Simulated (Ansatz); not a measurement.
## ScCo2 (Fd-3m, No. 227)

These are PBEsol (Ansatz, a quantum-chemistry and plane-wave program, plane waves, PAW) values and carry that method's errors.

Numerical settings: plane-wave cutoff 500 eV, 14×14×14 k mesh, Fermi–Dirac smearing 0.1 eV, spin-polarised start, scalar-relativistic PAW data made under PBE.

Cell (relaxed at this level):

```xyz
6
Lattice="0.0000 3.3841 3.3841 3.3841 0.0000 3.3841 3.3841 3.3841 0.0000" Properties=species:S:1:pos:R:3 pbc="T T T"
Sc     3.3841     3.3841     3.3841
Sc     5.0761     5.0761     5.0761
Co     2.5381     0.8460     2.5381
Co     0.8460     0.8460     0.8460
Co     0.8460     2.5381     2.5381
Co     2.5381     2.5381     0.8460
```

```
Item      Value
--------  -----
band gap   none
```

Note: the magnetic order was assumed, not searched for or taken from measurement; a magnet's gap depends somewhat on the PAW data; the volume lies 5 % below that of the published cell.

Static lattice: no zero-point or thermal effects.

Computing time: very roughly 12 core-minutes.
